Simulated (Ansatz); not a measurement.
The reference is CuAu (space group P4/mmm, No. 123; a = 2.813 Å, c = 3.593 Å; relaxed with 0.1 eV smearing). Axes: x, y, z lie along a, b, c of the conventional cell.

Computed with Ansatz (a program for electronic structure) PBEsol, scalar-relativistic without spin-orbit coupling.

For the base:

| Item | Value |
|---|---|
| Band gap | zero |
| Shortest interatomic distance | 2.680 Å |

Perturbation: tensor shear ε_xz = +0.57 % (engineering shear γ = 0.0114), atoms relaxed at fixed cell.

How does this affect the energy relative to the base?

The energy grows by 0.4 meV/atom.

Estimate the effect on the stress.

The stress (xx, yy, zz, yz, xz, xy; compression positive) amounts to (0.0, 0.0, 0.0, 0.0, -0.8, 0.0) GPa.

What does the calculation give for the band gap after the change?

The band gap remains zero.

Predict the new shortest interatomic distance.

The shortest interatomic distance decreases by 0.011 Å to 2.669 Å.

The cells carry an imposed strain or load. Whether these cells are dynamically stable was not tested. The final runs are not spin-polarised.
